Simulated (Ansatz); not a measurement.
Start from CdS in the zinc blende structure (space group F-43m, No. 216; a = 5.824 Å). Axes: x, y, z lie along the cube axes.

Level of theory: plane-wave PAW DFT at the PBEsol level (Ansatz, an electronic-structure program, 420 eV), no spin-orbit coupling.

Modification: every lattice vector is stretched by 3.00 %, atoms relaxed at fixed cell.

Question: Predict the stress tensor and what it implies for the stiffness.

Answer: Stress of the strained cell less that of the base (GPa, compression positive):
```
  -4.44    0.00    0.00
   0.00   -4.44    0.00
   0.00    0.00   -4.44
```

Then B = −ΔP/(ΔV/V₀) with ΔV/V₀ = 0.0927 gives secant stiffness values (nonlinear terms included at this strain): B ≈ 48 GPa.

As a check, the harmonic strain energy −½ V₀ Δσ:ε is 31 meV/atom; the computed energy rise is 34 meV/atom.

Whether these cells are dynamically stable was not tested.
